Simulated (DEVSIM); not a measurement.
abrupt CdTe p-n junction

System: abrupt CdTe p-n junction, at 350 K.

```
layer (left to right)  material  thickness (μm)  Nd (cm⁻³)  Na (cm⁻³)  τn (s)  τp (s)
---------------------  --------  --------------  ---------  ---------  ------  ------
1                          CdTe            7.50          -     5.6e15  1.5e-9  5.1e-8
2                          CdTe            9.20     1.1e16          -  5.1e-8  5.1e-8
```

Left contact: ohmic. Right contact: ohmic. Voltage is applied to the left contact. Recombination: SRH at mid-gap. Mobility is μmin + (μ − μmin)/(1 + (N/Nref)^α).

Constants are typed, rounded textbook-type inputs, not results; the design itself was drawn at random and stands for no fabricated device. Values at 300 K; Nc and Nv go as T^1.5, mobilities as T to minus their exponent, the gap by Varshni's rule with the affinity fixed.

| parameter | CdTe |
|---|---|
| gap (eV) | 1.5 |
| affinity (eV) | 4.28 |
| permittivity | 10.2 |
| Nc (cm⁻³) | 8e17 |
| Nv (cm⁻³) | 1.8e19 |
| μn (cm²/Vs) | 1000 |
| μp (cm²/Vs) | 80 |
| μn,min | 100 |
| μp,min | 10 |
| Nref,n | 1e17 |
| Nref,p | 1e17 |
| αn | 0.6 |
| αp | 0.6 |
| T exponent of μn | 1.7 |
| T exponent of μp | 1.5 |
| Varshni α (eV/K) | 0.00031 |
| Varshni β (K) | 108 |

Model (solved in DEVSIM): 1D drift-diffusion, Boltzmann statistics, complete ionisation; no tunnelling, impact ionisation, image-force lowering or self-heating.

Potential step across the device at zero bias: 1.099 V
Largest field in the device at zero bias: 37000 V/cm
Dark forward voltage at 1 A/cm²: 0.950 V
Dark forward voltage at 100 A/cm²: 1.338 V

Small-signal capacitance in reverse bias (quasi-static):

```json
[
 {"V (V)": "-0.4", "C (nF/cm²)": "13.7"},
 {"V (V)": "-1", "C (nF/cm²)": "11.5"},
 {"V (V)": "-2", "C (nF/cm²)": "9.40"},
 {"V (V)": "-3", "C (nF/cm²)": "8.15"},
 {"V (V)": "-4", "C (nF/cm²)": "7.30"},
 {"V (V)": "-6", "C (nF/cm²)": "6.18"},
 {"V (V)": "-8", "C (nF/cm²)": "5.45"},
 {"V (V)": "-10", "C (nF/cm²)": "4.93"},
 {"V (V)": "-13", "C (nF/cm²)": "4.37"},
 {"V (V)": "-16", "C (nF/cm²)": "3.97"},
 {"V (V)": "-20", "C (nF/cm²)": "3.57"}
]
```

Dark forward current:

(V (V), J (A/cm²)): (0.05, 3.1e-9); (0.15, 3.2e-8); (0.25, 2.0e-7); (0.35, 1.2e-6); (0.45, 7.0e-6); (0.55, 4.4e-5); (0.65, 0.00034); (0.75, 0.0038); (0.85, 0.066); (0.95, 0.99); (1.05, 5.4); (1.15, 18); (1.25, 52); (1.35, 110); (1.45, 190); (1.55, 280); (1.65, 400); (1.75, 540); (1.85, 690); (1.95, 870)
